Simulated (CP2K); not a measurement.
**How a calculation on Br (Cmce, 4 atoms in the cell) responds to its settings**

```
Br
1.0
    4.08011     0.00000     0.00000
   -1.54324     3.77700     0.00000
    0.00000     0.00000     8.85603
Br
4
Direct
  0.86100   0.86100   0.88900
  0.63900   0.63900   0.38900
  0.36100   0.36100   0.61100
  0.13900   0.13900   0.11100
```

Base run A: PBE, GPW, DZVP-MOLOPT-SR-GTH basis, GTH-PBE potentials (GTH_POTENTIALS) (CP2K), self-consistent single point.

Its settings: CUTOFF = 400 Ry; REL_CUTOFF = 40 Ry; SMEAR/METHOD = GAUSSIAN; SIGMA = 0.02 eV; KPOINTS/SCHEME = MONKHORST-PACK 7 7 3; XC_FUNCTIONAL = PBE; Br/BASIS_SET = DZVP-MOLOPT-SR-GTH-q7; Br/POTENTIAL = GTH-PBE-q7; METHOD = GPW; EPS_DEFAULT = 1e-11; NGRIDS = 4; SCF_GUESS = ATOMIC; EPS_SCF = 1e-06; MAX_SCF = 100; ADDED_MOS = 6; MIXING/METHOD = BROYDEN_MIXING; MIXING/ALPHA = 0.4; MIXING/NBUFFER = 8; MIXING/BETA = 1 1/bohr.

The starting cell has typed, rounded lattice constants, without a prior relaxation at this level. Its lattice was rescaled by a random factor within 2.5 % of one. Values carry the incompleteness of an atom-centred basis.

ΔF is the free energy per atom less that of run A. 

Run A gave: pressure (GPa) 1.63; largest force (eV/Å) 0.825; gap on the mesh (eV) 1.549.

Runs:
- B: XC_SMOOTH_RHO: default → NN10; XC_DERIV: default → SPLINE2_SMOOTH
- C: XC_SMOOTH_RHO: default → NN50; XC_DERIV: default → NN50_SMOOTH
- D: XC_SMOOTH_RHO: default → NONE; XC_DERIV: default → SPLINE3
- E: XC_SMOOTH_RHO: default → NN10; XC_DERIV: default → NN10_SMOOTH
- F: USE_FINER_GRID: default → T

Problem. What does run B change against A?

Solution. The free energy goes up by 157 meV/atom, the pressure goes from 1.63 to 1.16 GPa, the largest force hardly changes (0.825 to 0.827 eV/Å) and the gap on the mesh hardly changes (1.549 to 1.543 eV).

Problem. What does run C change against A?

Solution. The free energy goes up by 49.4 meV/atom, the pressure goes from 1.63 to 1.50 GPa, the largest force hardly changes (0.825 to 0.824 eV/Å) and the gap on the mesh moves little (1.549 to 1.548 eV).

| run | ΔF (meV/atom) | pressure (GPa) | largest force (eV/Å) | gap on the mesh (eV) |
|---|---|---|---|---|
| A | 0.00 | 1.63 | 0.825 | 1.549 |
| B | 156.8 | 1.16 | 0.827 | 1.543 |
| C | 49.4 | 1.50 | 0.824 | 1.548 |
| D | 0.19 | 1.63 | 0.825 | 1.549 |
| E | 154.1 | 1.16 | 0.827 | 1.543 |
| F | 0.00 | 1.63 | 0.825 | 1.549 |
